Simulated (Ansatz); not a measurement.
Consider a periodic stack without vacuum, rock-salt TiN (1 1 0) on tetragonal HfO2 (1 0 0), 1 Si on Ti sites at each interface (film strained to the substrate, started from cuts of the bulks and a machine-learned relaxation; slabs Hf16O32 and N18Ti16Si2, which can lie off the formulas): substrate slab Hf16O32, film N18Ti16Si2, surface cells [[0, -1], [2, 0]] and [[1, -1], [1, 2]], film strained by -2.0 and +1.2 %, outermost planes HfO/HfO and NTi/NTi as cut, which need not be the usual terminations and can put a slab off its formula. Its start:

```
CELL_PARAMETERS angstrom
      5.26406     0.00000     0.06456
      0.00000     7.20873    -0.07229
      0.31820     3.04841    25.00940
ATOMIC_POSITIONS crystal
  Hf 0.51937 0.20387 0.04992
  Hf 0.55122 0.72905 0.06296
  Hf 0.04065 0.92532 0.11974
  Hf 0.08413 0.44060 0.11873
  O  0.76446 0.97774 0.06390
  O  0.77973 0.66540 0.00104
  O  0.29213 0.94330 0.05209
  O  0.33993 0.48185 0.05647
  O  0.80998 0.31643 0.08466
  O  0.82179 0.66370 0.12259
  O  0.28976 0.17673 0.12158
  O  0.30355 0.69441 0.13301
  Hf 0.44961 0.13926 0.20183
  Hf 0.54943 0.65580 0.19809
  Hf 0.01823 0.86043 0.27433
  Hf 0.94125 0.34534 0.26249
  O  0.66153 0.93050 0.17509
  O  0.67361 0.37771 0.19884
  O  0.14251 0.94756 0.19844
  O  0.18589 0.38214 0.19748
  O  0.74844 0.08478 0.26794
  O  0.85981 0.63239 0.24881
  O  0.25035 0.12441 0.27697
  O  0.36124 0.68916 0.26700
  Hf 0.49741 0.06448 0.34083
  Hf 0.43213 0.57880 0.34699
  Hf 0.89726 0.77491 0.41238
  Hf 0.94755 0.31233 0.39990
  O  0.69616 0.80388 0.33920
  O  0.64040 0.34474 0.32781
  O  0.19729 0.83964 0.35075
  O  0.12376 0.41702 0.33050
  O  0.80536 0.05644 0.39485
  O  0.70149 0.52496 0.41013
  O  0.31603 0.14916 0.40886
  O  0.19236 0.55703 0.42138
  Hf 0.31225 0.07585 0.48945
  Hf 0.32952 0.58534 0.49724
  Hf 0.82399 0.78822 0.55237
  Hf 0.79538 0.25920 0.55266
  O  0.60776 0.77881 0.47386
  O  0.48052 0.33309 0.50823
  O  0.09607 0.83644 0.48343
  O  0.99174 0.23728 0.48092
  O  0.60010 0.01505 0.54145
  O  0.49608 0.63405 0.57143
  O  0.07878 0.03342 0.56719
  O  0.98330 0.52452 0.54049
  N  0.65897 0.20752 0.63332
  N  0.15047 0.44817 0.65298
  N  0.82386 0.78970 0.64166
  N  0.00440 0.11180 0.70700
  N  0.67073 0.44774 0.70757
  N  0.32554 0.78618 0.70071
  N  0.81877 0.76018 0.76626
  N  0.49325 0.08593 0.76594
  N  0.15990 0.42322 0.76643
  N  0.31913 0.72668 0.82732
  N  0.97718 0.06750 0.82805
  N  0.64554 0.40085 0.82907
  N  0.13446 0.37492 0.89163
  N  0.81205 0.70441 0.88936
  N  0.46646 0.04450 0.88710
  N  0.51066 0.27191 0.96412
  N  0.31245 0.69571 0.94388
  N  0.99556 0.03668 0.94260
  Ti 0.65872 0.95107 0.70283
  Ti 0.35126 0.27357 0.70647
  Ti 0.99652 0.61908 0.70851
  Si 0.87750 0.31304 0.66858
  Ti 0.48100 0.62052 0.64939
  Ti 0.11368 0.95690 0.64696
  Ti 0.98240 0.56341 0.82768
  Ti 0.64730 0.89727 0.82593
  Ti 0.31266 0.23482 0.82465
  Ti 0.15833 0.92028 0.76714
  Ti 0.82360 0.25462 0.77200
  Ti 0.48894 0.59206 0.76763
  Si 0.27012 0.17605 0.93122
  Ti 0.01030 0.55583 0.94959
  Ti 0.65409 0.85377 0.94166
  Ti 0.47878 0.53437 0.89099
  Ti 0.14194 0.87522 0.88480
  Ti 0.79221 0.21272 0.89116
```

The start was prepared with a machine-learned potential, and the result is one local minimum, with the in-plane cell held and forces under 0.04 eV/Å; the film can end far from its bulk form.

All values below come from PBE (plane waves to 420 eV, PAW; Ansatz, a program for electronic structure). Scalar-relativistic, without spin–orbit coupling; the runs are not spin-polarised; PBE gaps are too small against experiment. Its k-point mesh 5×4×1, Fermi–Dirac width 0.05 eV.

### Question
Predict the relaxed interface.

### Answer
```
Property                                                                                    Value
--------------------------------------------------------------------------------  ---------------
interface area                                                                            38.0 Å²
period                                                                                    25.51 Å
heights between the nearest atoms of the two slabs at the two interfaces          1.58 and 0.49 Å
Hf–Ti contacts across the interfaces within 1.22 times the sum of covalent radii  10, mean 3.68 Å
O–Ti contacts across the interfaces within 1.22 times the sum of covalent radii    4, mean 2.00 Å
Hf–N contacts across the interfaces within 1.22 times the sum of covalent radii    3, mean 2.13 Å
Hf–Si contacts across the interfaces within 1.22 times the sum of covalent radii   1, mean 3.00 Å
```
